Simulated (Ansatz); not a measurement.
**Response to strain in Ta**

The parent structure is Ta in the bcc (W type) structure (space group Im-3m, No. 229; relaxed with 0.1 eV smearing).

```xyz
1
Lattice="-1.6530 1.6530 1.6530 1.6530 -1.6530 1.6530 1.6530 1.6530 -1.6530" Properties=species:S:1:pos:R:3 pbc="T T T"
Ta     0.0000     0.0000     0.0000
```

Cartesian axes are those of the cell as printed.

Strains are applied to the cell and any free atomic positions relax.

The values are results of DFT with r2SCAN, PAW potentials and a 500 eV plane-wave cutoff in Ansatz (a program for electronic structure), no SOC, not measurements.

Notes on the quantities. energy relative to the base: free energy F; pressure: mean of the normal stresses, compression positive.

| variant | energy relative to the base | pressure | volume per atom |
|---|---|---|---|
| base | 0 meV/atom | 0.0 GPa | 18.07 Å³ |
| uniaxial strain ε_zz = −3.00 % | +15 meV/atom | 6.6 GPa | 17.53 Å³ |
| uniaxial strain ε_zz = −2.50 % | +10 meV/atom | 5.4 GPa | 17.62 Å³ |
| uniaxial strain ε_zz = −2.00 % | +6.4 meV/atom | 4.3 GPa | 17.71 Å³ |
| uniaxial strain ε_zz = −1.50 % | +3.6 meV/atom | 3.2 GPa | 17.80 Å³ |
| uniaxial strain ε_zz = −1.00 % | +1.6 meV/atom | 2.1 GPa | 17.89 Å³ |
| uniaxial strain ε_zz = −0.50 % | +0.4 meV/atom | 1.0 GPa | 17.98 Å³ |

Whether these cells are dynamically stable was not tested. The final runs are not spin-polarised.
